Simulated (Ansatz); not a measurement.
Results of PBE-D4 (PAW; Ansatz, a program for electronic structure) for AlB2-type ZrB2.

Numerical settings: plane-wave cutoff 520 eV, 24×24×16 k mesh (along the axes of the cell as run), Fermi–Dirac smearing 0.05 eV, scalar-relativistic PAW data made under PBE.

Computed at the level's own relaxed cell.

Task: Give the computed equilibrium volume per atom, pressure derivative B′ of the bulk modulus and equilibrium lattice constant a.

Result: 
equilibrium volume per atom: 10.03 Å³/atom
pressure derivative B′ of the bulk modulus: 3.9
equilibrium lattice constant a: 3.153 Å

The run finds no gap.

Measured, for comparison: lattice constant a 3.17 Å (room temperature, not corrected to a static lattice; as tabulated in Zhang et al. (2020), arXiv:1911.03307). Computed (rounded) less measured: lattice constant a -0.5 %. A static lattice is as a rule a little smaller and stiffer than an uncorrected measurement, which narrows the difference in the lattice constant a and would widen misses of the other sign.

Note: the bulk modulus comes from volumes at which shape and atoms were relaxed.

Computed values are for the static lattice.

Cost on a shared machine: about 6 core-minutes (a rough figure).
